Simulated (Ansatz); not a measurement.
**A computed series for WC: response to strain**

Start from WC (space group P-6m2, No. 187; a = 2.912 Å, c = 2.836 Å). Axes: x lies along a and z along c of the hexagonal cell.

Strains are applied to the cell and any free atomic positions relax; under biaxial strain the out-of-plane vector relaxes too; under stress the whole cell relaxes.

Level of theory: plane-wave PAW DFT at the r2SCAN level (Ansatz, an electronic-structure program, 500 eV), spin-orbit coupling left out.

Notes on the quantities. pressure: mean of the normal stresses, compression positive.

```tsv
change	volume per atom	space group	pressure
base	10.42 Å³	P-6m2 (No. 187)	0.0 GPa
biaxial strain −4.18 %, plane normal [001], relaxed out of plane	9.72 Å³	P-6m2 (No. 187)	30.6 GPa
biaxial strain −1.64 %, plane normal [001], relaxed out of plane	…	P-6m2 (No. 187)	…
biaxial strain +3.91 %, plane normal [001], relaxed out of plane	11.10 Å³	P-6m2 (No. 187)	-20.0 GPa
uniaxial strain ε_yy = −0.49 %	10.36 Å³	Amm2 (No. 38)	1.9 GPa
uniaxial stress, 0.5 GPa compression along x	10.41 Å³	Amm2 (No. 38)	–
```

Task: Complete the table.

Result: 
- biaxial strain −1.64 %, plane normal [001], relaxed out of plane, volume per atom: 10.14 Å³
- biaxial strain −1.64 %, plane normal [001], relaxed out of plane, pressure: 10.8 GPa

Without a gap, meshes like the base's 18×18×16 leave anisotropic stresses uncertain by several tenths of a GPa, and small strain energies with them. Stability under load was not tested beyond the relaxation. All final runs are without spin polarisation.
